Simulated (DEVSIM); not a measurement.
Structure: W/Si3N4/p-Ge capacitor, at 300 K.

Layer 1 from the left is Si3N4, thickness (nm) 9.60. Layer 2 from the left is Ge, thickness (nm) 5700, Na (cm⁻³) 1.1e16.

Metal gate on the left, work function 4.6 eV. Fixed charge at the semiconductor interface 1.6e11 cm⁻² (in units of +e); no interface traps.

Constants are typed, rounded textbook-type inputs, not results; the design itself was drawn at random and stands for no fabricated device. Values at 300 K.

Si3N4: gap (eV) 5.1, affinity (eV) 2.1, permittivity 7.5. Ge: gap (eV) 0.664, affinity (eV) 4, permittivity 16, Nc (cm⁻³) 1.04e19, Nv (cm⁻³) 6e18.

### Question
Estimate by hand the flat-band voltage, the threshold voltage, and compare with a numerical solution.

### Answer

- Flat-band voltage: C = 0.692 μF/cm², work-function difference 0.099 V; VFB = φms − qNf/C = 0.06 V; numerical 0.06 V.
- Threshold voltage: φF = 0.162 V, depletion charge √(4εqNφF) = 4.02e-8 C/cm²; VT = VFB + 2φF + Qd/C = 0.44 V; numerical 0.44 V.

Model (solved in DEVSIM): 1D Poisson equation in equilibrium, Boltzmann statistics, complete ionisation; no quantum confinement or tunnelling. Metal contacts follow the ideal Schottky-Mott rule: no Fermi-level pinning, no interface dipoles.
